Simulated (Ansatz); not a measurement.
Structures of equal composition on the (111) surface of fcc Ir: one row in 4 of the top plane missing; p(2x2), one Ir site of the top plane empty. The slabs share one bottom face, and each structure is named by its start. These are constructed structures in small cells; real faces may alloy, dewet or reconstruct in larger ones, and not all known structures of the face are among them. Slabs of about 11 Å, Fermi-Dirac smearing of 0.1 eV. Bottom of the slabs: a bare face, its two planes held. Relaxed from the named starts with such symmetry as they have, on meshes of like density; energies extrapolated to zero smearing; spin only where a row says so; no spin-orbit coupling, no U. Brackets mark spin-polarised runs, whose order is one that fits the cell. The cells differ, so small differences also carry the error of unlike k-meshes.

These are PBE (plane waves to 420 eV, PAW; Ansatz, a first-principles code) values and carry that method's errors.

**Question.** Put the candidates in order of energy per 1x1 cell, lowest first, for PBE.

**Answer.** one row in 4 of the top plane missing (0.00 eV), p(2x2), one Ir site of the top plane empty (0.13 eV)
